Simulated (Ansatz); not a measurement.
An Ansatz (a quantum-chemistry and plane-wave program) run: ZrO2 with a change (biaxial strain −2.33 %, plane normal [001], relaxed out of plane); PBE (Ansatz), without spin-orbit coupling, earlier PAW set.

Input:

Ansatz 0.2 input:
```yaml
crystal:
  lattice:
    - [3.5364571923, 0, 0]
    - [0, 3.5364571923, 0]
    - [0, 0, 5.3458116612]
  atoms:
    - { symbol: Zr, position: [0, 0, 0] }
    - { symbol: Zr, position: [0.5, 0.5, 0.5] }
    - { symbol: O, position: [0, 0.5, 0.192510863] }
    - { symbol: O, position: [0, 0.5, 0.692510863] }
    - { symbol: O, position: [0.5, 0, 0.307489137] }
    - { symbol: O, position: [0.5, 0, 0.807489137] }
basis: { ecutwfc: 420, ecutrho_ratio: 4, xc_grid: 2, fft_grid_basis: typed }
kpoints: { mp_grid: { grid: [9, 9, 6] } }
hamiltonian:
  xc: pbe
  dispersion: none
  pseudopotentials: { azcp: { folder: ./paw }, kind: paw }
scf: { occupations: { method: fermi_dirac, width: 0.05 } }
relax: { f_tol: 0.005, max_steps: 50, cell: { stress_tol: 0.01, fix: [a, b, gamma] } }
output: { forces: true, stress: true }
checkpoint: { write: state.ck, write_every: 1000 }
```

Output (explanatory and most iteration lines left out):

```
Relaxation: its limit of steps is 50 (relax.max_steps)
Pseudopotential: Zr, paw, valence charge 12
Pseudopotential: O, paw, valence charge 6
Crystal: 6 atoms, lattice volume = 66.858 Å³
Basis set: ecut = 420 eV, 1293 PW (Γ), exchange–correlation on 48×48×72 points (8 copies of the dense FFT grid, shifted against one another)
Bands: 30, of which v1, the nominal top of the filled ones, is band 24 counted from 1 (23 counted from 0)
Symmetry: 16 space group operations
Space group: P42/nmc (ITA 137), of the structure as read, at distance tolerance 4.1e-5 Å
k-points: 60 of 486
Functional: x = pbe(κ = 0.804, μ = 0.2195149727645171), c = pbe(β = 0.06672455060314922)
SCF iter   1: F=—  HF=-10648.034737 eV  |F-HF|=—  |Δ(HF+E_count)|=         —  Δρ=6.16e-2  dr2=2.32e0  ethr=3.10e-3  ⟨swp⟩=5.5  Hψ=7374  notcnv=0
SCF iter   2: F=—  HF=-10647.800897 eV  |F-HF|=—  |Δ(HF+E_count)|=   2.34e-1  Δρ=3.46e-2  dr2=5.64e-1  ethr=3.10e-3  ⟨swp⟩=2.1  Hψ=3081  notcnv=0  defer=120
SCF 1 converged in 8 iterations: F = -10647.789220 eV  dr2 = 2.34e-9
relax step   1: F+E_penalty+E_count = -10647.78921980 eV  Δ(F+E_penalty+E_count) = +0.000e0 eV  max|allowed force component| = 9.201e-2 eV/Å  Δτ_max = 0.0000 Å  P = +9.608 GPa  Ω = 66.858 Å³  fix = [a, b, gamma]  reactions: a +13.693, b +13.693 GPa  (8 SCF iters, dr2 threshold 1.00e-7 eV, accepted)
[... steps on the carried basis left out ...]
relax step   5: F+E_penalty+E_count = -10647.79179916 eV  Δ(F+E_penalty+E_count) = -1.780e-4 eV  max|allowed force component| = 7.902e-5 eV/Å  Δτ_max = 0.0022 Å  P = +8.717 GPa  Ω = 66.867 Å³  energy of the carried Pulay correction = -2.306e-5 eV  fix = [a, b, gamma]  reactions: a +13.076, b +13.076 GPa  (5 SCF iters, dr2 threshold 3.88e-8 eV, accepted)
Crystal: 6 atoms, lattice volume = 66.867 Å³
SCF iter   1: F=—  HF=-10647.791944 eV  |F-HF|=—  |Δ(HF+E_count)|=         —  Δρ=3.67e-6  dr2=6.43e-9  ethr=1.03e-8  ⟨swp⟩=3.5  Hψ=13018  notcnv=0
SCF iter   2: F=—  HF=-10647.791803 eV  |F-HF|=—  |Δ(HF+E_count)|=   1.41e-4  Δρ=2.68e-6  dr2=3.85e-9  ethr=1.34e-11  ⟨swp⟩=3.1  Hψ=3761  notcnv=0
SCF 6 converged in 7 iterations: F = -10647.791803 eV  dr2 = 9.08e-13
SCF converged after 7 iterations
Free energy (F): -10647.791803 eV
Internal energy: -10647.791803 eV  (E = F + TS)
E sigma→0 (E₀):  -10647.791803 eV
Fermi energy:    13.471634 eV
--- Forces (eV/Å), atoms counted from 1 ---
  atom   1  Zr    -0.00000000     0.00000000     0.00000000
  atom   2  Zr    -0.00000000     0.00000000     0.00000000
  atom   3  O      0.00000000     0.00000000     0.00008532
  atom   4  O      0.00000000     0.00000000     0.00008532
  atom   5  O      0.00000000     0.00000000    -0.00008532
  atom   6  O      0.00000000     0.00000000    -0.00008532
--- Stress (GPa, compression-positive) ---
       13.082377       0.000000       0.000000
        0.000000      13.082377       0.000000
        0.000000       0.000000      -0.007212
  P = ⅓ Tr σ = 8.7192 GPa (87.192 kbar)
--- Relaxed structure (5 steps of the walk, 5 accepted, 1 SCFs on fresh bases) ---
  cell:  # Å, volume = 66.8668 Å³
    - [3.5364571923, 0.0, 0.0]
    - [0.0, 3.5364571923, 0.0]
    - [0.0, 0.0, 5.346550893138068]
  atoms:
    - { symbol: Zr, position: [-3.701530763403211e-35, 2.1273165306915003e-37, -1.3520892506740852e-20] }
    - { symbol: Zr, position: [0.49999999999999994, 0.49999999999999994, 0.4999999999999999] }
    - { symbol: O, position: [1.8507653817016053e-35, 0.49999999999999994, 0.19514496266391357] }
    - { symbol: O, position: [1.8294922163946903e-35, 0.49999999999999994, 0.6951449626639135] }
    - { symbol: O, position: [0.49999999999999994, -3.0324354935616017e-87, 0.3048550373360863] }
    - { symbol: O, position: [0.49999999999999994, -3.0324354935616017e-87, 0.8048550373360863] }
```

Whether these cells are dynamically stable was not tested. The cell was made from ZrO2 (space group P4_2/nmc, No. 137) by this change: biaxial strain −2.33 %, plane normal [001], relaxed out of plane. This is not the structure that ZrO2 has at room temperature and ambient pressure.
